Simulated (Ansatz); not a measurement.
Input:

```yaml
crystal:
  lattice:
    - [3.87339, 0.00000, 0.00000]
    - [-1.93669, 3.35445, 0.00000]
    - [0.00000, 0.00000, 5.81776]
  atoms:
    - { symbol: La, position: [0.33333, 0.66667, 0.24071] }
    - { symbol: La, position: [0.66667, 0.33333, 0.75929] }
    - { symbol: O, position: [0.00000, 0.00000, 0.00000] }
    - { symbol: O, position: [0.33333, 0.66667, 0.64936] }
    - { symbol: O, position: [0.66667, 0.33333, 0.35064] }
```

No spin polarisation.

Method: PBEsol (Ansatz, a program for electronic structure; PAW; 420 eV plane waves; spin-orbit coupling left out), earlier PAW set. k-mesh 10×10×6 (Γ-centred); smearing 0.05 eV (Fermi–Dirac).

Q: Predict the gap character and electron mass.

A: The gap character is indirect, L → K and the electron mass is 1.3 mₑ (at K).

Load acts through the strain it causes; cell and atoms are relaxed under it. Masses are band curvatures over ±0.01 Å⁻¹ around the edge. Whether these cells are dynamically stable was not tested. No other phases were tried under pressure. The cell was made from La2O3 (space group P-3m1, No. 164) by this change: pressure 7 GPa.
